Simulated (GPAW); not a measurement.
GPAW 25.7.0, DFT, PBE, plane waves, PAW datasets of gpaw-data 1.0.1: rutile TiO2 (Ti4O8), 12 atoms. Basis and mesh were picked for this test and aren't claimed converged.

```
Item                                                                  Result
-------------------------------------------  -------------------------------
cell                                         9.19, 4.59, 2.96 Å; 90, 90, 90°
task                                                                     scf
mode.name                                                                 pw
mode.ecut                                                             500 eV
xc                                                                       PBE
k mesh                                                                 4×6×6
kpts.gamma                                                              true
occupations.name                                                 fermi-dirac
occupations.width                                                   0.001 eV
convergence.density (electrons an electron)                            1e-05
maxiter                                                                  150
parallel.sl_auto                                                       false
parallel.augment_grids                                                  true
eigensolver.name                                               dav (default)
eigensolver.niter                                                2 (default)
mixer.backend                                                pulay (default)
mixer.method                                              separate (default)
mixer.beta                                                    0.05 (default)
mixer.nmaxold                                                    5 (default)
mixer.weight                                                    50 (default)
convergence.eigenstates (eV² an electron)                    4e-08 (default)
convergence.energy (eV an electron)                         0.0005 (default)
k-points after symmetry                                                   56
bands                                                                     62
electrons                                                                 96
plane waves                                                             3212
coarse grid                                                         48*24*16
symmetry operations                                                        4
```

Machine: one whole node, AMD EPYC (Zen 5), 96 cores on 1 socket, no SMT, 12 L3 cache groups; 94 cores' worth of CPU time may be used.

Wall times, medians of two to five repeats, each run alone on the node (launch to exit). Unless noted, each process is bound to its own block of adjacent cores. Build: conda-forge: Open MPI, OpenMP, OpenBLAS, FFTW, ScaLAPACK, ELPA. Other compilers and libraries give other times. Scratch files lie in a memory file system.

First run (48 ranks, parallel.kpt = 48, parallel.band = 1, parallel.domain = 1):

```
Timing:                              incl.     excl.
-----------------------------------------------------------
Forces:                              0.205     0.205   1.4%
Hamiltonian:                         0.047     0.000   0.0%
 Atomic:                             0.013     0.013   0.1%
  XC Correction:                     0.000     0.000   0.0%
 Calculate atomic Hamiltonians:      0.025     0.025   0.2%
 Communicate:                        0.000     0.000   0.0%
 Initialize Hamiltonian:             0.000     0.000   0.0%
 Poisson:                            0.000     0.000   0.0%
 XC 3D grid:                         0.008     0.008   0.1%
LCAO initialization:                 1.330     0.031   0.2%
 LCAO eigensolver:                   0.748     0.000   0.0%
  Calculate projections:             0.000     0.000   0.0%
  DenseAtomicCorrection:             0.000     0.000   0.0%
  Distribute overlap matrix:         0.000     0.000   0.0%
  Orbital Layouts:                   0.001     0.001   0.0%
  Potential matrix:                  0.744     0.744   5.0%
  Sum over cells:                    0.001     0.001   0.0%
 LCAO to grid:                       0.433     0.433   2.9%
 Set positions (LCAO WFS):           0.118     0.028   0.2%
  Basic WFS set positions:           0.000     0.000   0.0%
  Basis functions set positions:     0.000     0.000   0.0%
  P tci:                             0.036     0.036   0.2%
  ST tci:                            0.047     0.047   0.3%
  mktci:                             0.008     0.008   0.1%
PWDescriptor:                        0.155     0.155   1.0%
SCF-cycle:                          12.272     4.317  29.1%
 Davidson:                           4.429     1.287   8.7%
  Apply H:                           0.441     0.423   2.8%
   HMM T:                            0.018     0.018   0.1%
  Subspace diag:                     0.731     0.003   0.0%
   calc_h_matrix:                    0.506     0.094   0.6%
    Apply H:                         0.412     0.393   2.6%
     HMM T:                          0.018     0.018   0.1%
   diagonalize:                      0.036     0.036   0.2%
   rotate_psi:                       0.186     0.186   1.3%
  calc. matrices:                    1.471     0.586   3.9%
   Apply H:                          0.886     0.850   5.7%
    HMM T:                           0.036     0.036   0.2%
  diagonalize:                       0.212     0.212   1.4%
  rotate_psi:                        0.287     0.287   1.9%
 Density:                            1.678     0.000   0.0%
  Atomic density matrices:           0.034     0.034   0.2%
  Mix:                               1.213     1.213   8.2%
  Multipole moments:                 0.004     0.004   0.0%
  Pseudo density:                    0.427     0.392   2.6%
   Symmetrize density:               0.035     0.035   0.2%
 Hamiltonian:                        1.839     0.012   0.1%
  Atomic:                            0.511     0.511   3.4%
   XC Correction:                    0.000     0.000   0.0%
  Calculate atomic Hamiltonians:     1.053     1.053   7.1%
  Communicate:                       0.003     0.003   0.0%
  Poisson:                           0.012     0.012   0.1%
  XC 3D grid:                        0.249     0.249   1.7%
 Orthonormalize:                     0.008     0.000   0.0%
  calc_s_matrix:                     0.001     0.001   0.0%
  inverse-cholesky:                  0.000     0.000   0.0%
  projections:                       0.005     0.005   0.0%
  rotate_psi_s:                      0.001     0.001   0.0%
Set symmetry:                        0.001     0.001   0.0%
Other:                               0.840     0.840   5.7%
-----------------------------------------------------------
Total:                                        14.850 100.0%
```

Second run:

```
Timing:                              incl.     excl.
-----------------------------------------------------------
Forces:                              0.055     0.055   0.6%
Hamiltonian:                         0.020     0.000   0.0%
 Atomic:                             0.012     0.012   0.1%
  XC Correction:                     0.000     0.000   0.0%
 Calculate atomic Hamiltonians:      0.005     0.005   0.0%
 Communicate:                        0.000     0.000   0.0%
 Initialize Hamiltonian:             0.000     0.000   0.0%
 Poisson:                            0.000     0.000   0.0%
 XC 3D grid:                         0.003     0.003   0.0%
LCAO initialization:                 0.779     0.030   0.3%
 LCAO eigensolver:                   0.153     0.000   0.0%
  Calculate projections:             0.000     0.000   0.0%
  DenseAtomicCorrection:             0.001     0.001   0.0%
  Distribute overlap matrix:         0.005     0.005   0.1%
  Orbital Layouts:                   0.007     0.007   0.1%
  Potential matrix:                  0.126     0.126   1.3%
  Sum over cells:                    0.013     0.013   0.1%
 LCAO to grid:                       0.514     0.514   5.2%
 Set positions (LCAO WFS):           0.082     0.040   0.4%
  Basic WFS set positions:           0.000     0.000   0.0%
  Basis functions set positions:     0.000     0.000   0.0%
  P tci:                             0.015     0.015   0.1%
  ST tci:                            0.020     0.020   0.2%
  mktci:                             0.008     0.008   0.1%
PWDescriptor:                        0.157     0.157   1.6%
SCF-cycle:                           8.185     0.371   3.7%
 Davidson:                           6.472     1.482  14.9%
  Apply H:                           0.607     0.592   6.0%
   HMM T:                            0.015     0.015   0.2%
  Subspace diag:                     1.042     0.013   0.1%
   calc_h_matrix:                    0.713     0.098   1.0%
    Apply H:                         0.614     0.597   6.0%
     HMM T:                          0.017     0.017   0.2%
   diagonalize:                      0.189     0.189   1.9%
   rotate_psi:                       0.127     0.127   1.3%
  calc. matrices:                    1.900     0.633   6.4%
   Apply H:                          1.268     1.228  12.3%
    HMM T:                           0.040     0.040   0.4%
  diagonalize:                       1.184     1.184  11.9%
  rotate_psi:                        0.256     0.256   2.6%
 Density:                            0.596     0.000   0.0%
  Atomic density matrices:           0.024     0.024   0.2%
  Mix:                               0.212     0.212   2.1%
  Multipole moments:                 0.002     0.002   0.0%
  Pseudo density:                    0.357     0.324   3.3%
   Symmetrize density:               0.033     0.033   0.3%
 Hamiltonian:                        0.732     0.011   0.1%
  Atomic:                            0.426     0.426   4.3%
   XC Correction:                    0.000     0.000   0.0%
  Calculate atomic Hamiltonians:     0.171     0.171   1.7%
  Communicate:                       0.003     0.003   0.0%
  Poisson:                           0.002     0.002   0.0%
  XC 3D grid:                        0.119     0.119   1.2%
 Orthonormalize:                     0.014     0.000   0.0%
  calc_s_matrix:                     0.002     0.002   0.0%
  inverse-cholesky:                  0.002     0.002   0.0%
  projections:                       0.008     0.008   0.1%
  rotate_psi_s:                      0.002     0.002   0.0%
Set symmetry:                        0.001     0.001   0.0%
Other:                               0.745     0.745   7.5%
-----------------------------------------------------------
Total:                                         9.942 100.0%
```

**Question.** Which of these changes turns the first timing block into the second?
A) parallel.kpt = 1, parallel.band = 6, parallel.domain = 8
B) parallel.kpt = 8 by the program's choice (default), parallel.band = 1 by the program's choice (default), parallel.domain = 3 x 2 x 1 by the program's choice (default)
C) parallel.kpt = 2, parallel.band = 3, parallel.domain = 8
D) parallel.kpt = 1, parallel.domain = 48

**Answer.** B, parallel.kpt = 8 by the program's choice (default), parallel.band = 1 by the program's choice (default), parallel.domain = 3 x 2 x 1 by the program's choice (default). The largest move is in other work of the cycle (SCF-cycle less the parts above): 4.3 s to 0.37 s. What the program resolved moves too: groups over k-points from 48 to 8, domains from 1 x 1 x 1 to 3 x 2 x 1. The other changes gave 31 s (parallel.kpt = 2, parallel.band = 3, parallel.domain = 8), 34 s (parallel.kpt = 1, parallel.band = 6, parallel.domain = 8), 30 s (parallel.kpt = 1, parallel.domain = 48), against 13 s here and 19 s at first.
